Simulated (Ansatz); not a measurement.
The starting structures come from a database of crystals and need not be the phases stable at ambient conditions.

By PBEsol, the system below comes out a metal.

Given:

```
AlCo
1.0
    2.81940     0.00000     0.00000
    0.00000     2.81940     0.00000
    0.00000     0.00000     2.73482
Al Co
1 1
Cartesian
  0.00000   0.00000   0.00000
  1.40970   1.40970   1.36741
```

The cell is strained (lengths along the current scaled by 0.97, ions clamped); by PBEsol it stands under a pressure of 7.2 GPa.

The current flows along the normal of the first two printed cell vectors, the (001) (indices of the unstrained crystal) plane of the conventional cell. No spin-orbit coupling; the value is a mean over 0.1 eV about the Fermi level.

### Question
State the ballistic conductance per area according to PBEsol in Ansatz (a first-principles code).

### Answer
0.45 × 10¹⁵ S/m² for both spins.
